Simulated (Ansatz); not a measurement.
Terminations of the (0001) surface of hcp Ti, measured from the surface 'clean 1x1'. Atoms come from or go to: Ag: fcc Ag, Al: fcc Al, Mo: bcc Mo, Ni: fcc Ni, ferromagnetic, Pt: fcc Pt, Rh: fcc Rh, Si: silicon, Sn: beta tin, Ta: bcc Ta, Ti: hcp Ti, W: bcc W. ΔE is the energy of forming the row's surface from that one (negative: more stable at these reservoirs); the vacuum level's shift is aligned on the shared bottom. No zero-point or thermal terms. These are constructed structures in small cells; real faces may alloy, dewet or reconstruct in larger ones, and not all known structures of the face are among them. Slabs of about 12 Å with all that they carry, Fermi-Dirac smearing of 0.1 eV. Bottom of the slabs: a bare face, its two planes held. Relaxed from the named starts with such symmetry as they have, on meshes of like density; energies extrapolated to zero smearing; no spin-orbit coupling, no U. Spin-polarised runs, if any, are marked in brackets, and their order is one that fits the cell; the others ran without spin. A dash marks a value that is undefined for that row (no clear gap, or no work function of a gapped slab) or was not read reliably on its mesh.

Method: PBE (plane waves to 420 eV, PAW; Ansatz, a quantum-chemistry and plane-wave program).

```csv
surface,atoms added per 1x1,ΔE per 1x1 (eV),shift of the vacuum level (eV),work function (eV)
a layer of Mo in place of the second plane,"+1 Mo, -1 Ti",0.48,-0.23,4.17
"a layer of Ni in place of the second plane [spin, 0.1 μB a cell]","+1 Ni, -1 Ti",?,-0.06,4.20
a pseudomorphic layer of Al in the other hollow,+1 Al,?,0.00,4.38
one row in 4 of the top plane missing (1 Ti–Ti bonds formed),-0.25 Ti,0.11,-0.59,3.80
top plane shifted to the other hollow,none,0.06,0.00,4.38
a pseudomorphic layer of Ta in the host's stacking,+1 Ta,?,0.49,4.88
a pseudomorphic layer of Sn in the host's stacking,+1 Sn,-0.54,-0.15,4.23
a pseudomorphic layer of Ag in the other hollow,+1 Ag,-0.50,-0.59,3.80
a layer of Rh in place of the third plane,"+1 Rh, -1 Ti",?,0.04,4.45
a pseudomorphic layer of Pt in the other hollow,+1 Pt,-1.50,-0.10,4.29
a pseudomorphic layer of W in the host's stacking,+1 W,?,0.61,5.00
a pseudomorphic layer of Si in the host's stacking,+1 Si,-0.33,0.70,5.09
```

### Question
What belongs in the gaps?

### Answer

- a layer of Ni in place of the second plane [spin, 0.1 μB a cell], ΔE per 1x1 (eV): -0.14
- a pseudomorphic layer of Al in the other hollow, ΔE per 1x1 (eV): -0.75
- a pseudomorphic layer of Ta in the host's stacking, ΔE per 1x1 (eV): 0.43
- a layer of Rh in place of the third plane, ΔE per 1x1 (eV): -1.01
- a pseudomorphic layer of W in the host's stacking, ΔE per 1x1 (eV): 0.97
